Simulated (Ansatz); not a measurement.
Cost and result by functional for the adsorption energy of CO on the 1x1 (110) surface of bcc W, one in a 2x2 cell, started at the site 'bridge W-W (span 3.2 Å)', in Ansatz (plane waves, PAW). Single points on the PBE structure, on one kind of machine; costs are rough ratios of the slab run's core time (references not counted) to the cheapest single point. r2SCAN's cost holds its higher cutoff (500 against 420 eV). Differences are taken against r2SCAN for comparison alone: no measured value is at hand, so the table doesn't rank accuracy.

Slab: 18 atoms, 6.6 Å thick at the start under the adsorbate (thin: gaps and levels are the slab's own); k 6x6x1, smearing 0.1 eV, dipole-corrected; 8 atoms held, the rest relaxed; start symmetry kept, larger cells not searched; no spin, no spin-orbit, no U, no dispersion correction. At the end it is bonded to 4 W. In PBE it is, or lies within 0.03 eV of, the lowest of the starts that converged. These notes are the PBE run's. Adsorption energies are against CO(g). A negative adsorption energy means that the adsorbate is more stable on the surface than in its reference.

```
functional                     relative cost  adsorption energy (eV)  less r2SCAN (eV)
-----------------------------  -------------  ----------------------  ----------------
RPBE                                       1                   -1.29              0.43
r2SCAN                                     2                   -1.73              0.00
PBE (the relaxed run's value)              –                   -1.64              0.09
```

The values span 0.43 eV, while the single points' costs differ by a factor of roughly 2. Differences are of unrounded values.

Ansatz is an electronic-structure program.
